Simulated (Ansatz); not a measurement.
Take SnO2 in the rutile structure (space group P4_2/mnm, No. 136; a = 4.760 Å, c = 3.201 Å) as the base. Axes: x, y, z lie along a, b, c of the conventional cell.

Method: plane-wave PAW DFT at the r2SCAN level (Ansatz, a quantum-chemistry and plane-wave program, 500 eV), spin-orbit coupling left out.

Strains are applied to the cell and any free atomic positions relax; under stress the whole cell relaxes.

One change was made to it. Results:

The shortest interatomic distance falls by 0.031 bohr to 3.860 bohr; the energy goes up by 2.4 meV/atom; the valence-band top at Γ (three highest levels, from the VBM) becomes 0.00, -0.71, -0.82 eV (base: 0.00, -0.77, -0.77 eV).

Name the change that was made.
(A) uniaxial strain ε_yy = +3.60 %
(B) strain tensor (xx, yy, zz, yz, xz, xy) = (+1.28, −0.57, −0.89, +1.22, −0.73, +0.69) %
(C) uniaxial stress, 5 GPa compression along z
(D) tensor shear ε_xy = +0.89 %
(E) uniaxial strain ε_xx = +0.97 %

D, tensor shear ε_xy = +0.89 %. For comparison, the valence-band top at Γ in the other runs: uniaxial strain ε_yy = +3.60 % gives 0.00, -0.66, -0.82 eV; uniaxial stress, 5 GPa compression along z gives 0.00, -0.80, -0.80 eV; uniaxial strain ε_xx = +0.97 % gives 0.00, -0.74, -0.79 eV; strain tensor (xx, yy, zz, yz, xz, xy) = (+1.28, −0.57, −0.89, +1.22, −0.73, +0.69) % gives 0.00, -0.72, -0.84 eV.

The levels and masses belong to the bands next to the band gap. Stability under load was not tested beyond the relaxation.
